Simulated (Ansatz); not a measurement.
Start from C in the diamond structure (space group Fd-3m, No. 227; a = 3.5603 Å). Axes: x, y, z lie along the cube axes.

Method: Ansatz (a program for electronic structure), r2SCAN, PAW, cutoff 500 eV, no SOC.

Strains are applied to the cell and any free atomic positions relax; under biaxial strain the out-of-plane vector relaxes too.

One change was made to it. Results:

The energy goes up by 1.2 meV/atom; the smallest direct gap shrinks by 0.10 eV, from 5.90 eV to 5.80 eV; the band gap shrinks by 0.12 eV to 4.24 eV.

Q: Which change produced these results?
A) strain tensor (xx, yy, zz, yz, xz, xy) = (+0.66, −1.38, −0.33, −0.84, +0.12, −0.25) %
B) strain tensor (xx, yy, zz, yz, xz, xy) = (+1.34, −0.36, −1.12, +0.11, −0.94, +0.43) %
C) uniaxial strain ε_xx = +0.79 %
D) biaxial strain +0.21 %, plane normal [110], relaxed out of plane
E) uniaxial strain ε_zz = −4.26 %

A: C, uniaxial strain ε_xx = +0.79 %. For comparison, the band gap in the other runs: strain tensor (xx, yy, zz, yz, xz, xy) = (+1.34, −0.36, −1.12, +0.11, −0.94, +0.43) % gives 3.92 eV; biaxial strain +0.21 %, plane normal [110], relaxed out of plane gives 4.34 eV; strain tensor (xx, yy, zz, yz, xz, xy) = (+0.66, −1.38, −0.33, −0.84, +0.12, −0.25) % gives 3.96 eV; uniaxial strain ε_zz = −4.26 % gives 3.27 eV.

A biaxial case was relaxed in a doubled cell and then solved in the primitive one. No phonon test of stability was made.
